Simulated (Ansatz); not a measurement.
ZnSe (F-43m) under uniaxial stress along [110] (compression positive): electron conductivity mass by PBEsol with spin-orbit coupling, rigid bands (plane waves, PAW; Ansatz, a first-principles code). The unloaded cell, whose axes the loads refer to:

```xyz
2
Lattice="0.0000 2.8166 2.8166 2.8166 0.0000 2.8166 2.8166 2.8166 0.0000" Properties=species:S:1:pos:R:3 pbc="T T T"
Zn     0.0000     0.0000     0.0000
Se     4.2249     4.2249     4.2249
```

```
uniaxial stress along [110] (compression positive) (GPa)  volume per atom (Å³)  electron conductivity mass (mₑ)
--------------------------------------------------------  --------------------  -------------------------------
-2                                                                       22.58                           0.0979
-1                                                                       22.46                           0.0990
0                                                                        22.35                            0.100
1                                                                        22.23                            0.101
2                                                                        22.12                                ?
```

Task: Fit a straight line to ln(electron conductivity mass) against the load over the rows given, and predict the row at 2 GPa.

Result: The means are x̄ = -0.500 GPa and ȳ = -2.3079; Σ(x − x̄)(y − ȳ) = 0.05179 and Σ(x − x̄)² = 5.000, so the slope is 1.04 % per GPa, and the rows given lie within 0.046 % of the line. At 2 GPa the line gives 0.102 mₑ; the calculation gives 0.102 mₑ, 0.076 % from it.

Masses are for dilute carriers at 300 K, harmonic means over directions unless an axis is named. Stresses and pressures are the targets of the relaxation. The structure type is held at every load. Geometry: cell and atoms relaxed with PBEsol.
